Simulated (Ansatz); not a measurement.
The parent structure is InP in the zinc blende structure (space group F-43m, No. 216; a = 5.9070 Å). Axes: x, y, z lie along the cube axes.

Computed with Ansatz (an electronic-structure program) r2SCAN, no SOC.

Base values:

The pressure comes out as 0.0 kbar and the volume per atom is 25.76 Å³. The valley order comes out as Γ 1.03 eV; L along ⟨111⟩ 1.80 eV; X along ⟨100⟩ 2.04 eV.

Perturbation: biaxial strain −1.67 %, plane normal [111], relaxed out of plane (Cartesian); in-plane vectors clamped, the third vector and the atoms free.

Q: What does the calculation give for the pressure after the change?

A: The pressure (mean of the normal stresses, compression positive) goes from zero to 17.0 kbar.

Q: What does the calculation give for the volume per atom after the change?

A: The volume per atom drops by 0.605 Å³ (25.76 Å³ → 25.16 Å³).

Q: What does the calculation give for the valley order after the change?

A: The valley order (the lowest conduction-band minima on the path, energy above the VBM, named in the base's zone) becomes Γ 1.08 eV; L along [1-11] 1.71 eV; X along [100] 1.90 eV; L along [111] 2.04 eV (base: Γ 1.03 eV; L along ⟨111⟩ 1.80 eV; X along ⟨100⟩ 2.04 eV).

The levels and masses belong to the bands next to the band gap. Stability against distortions was not tested.
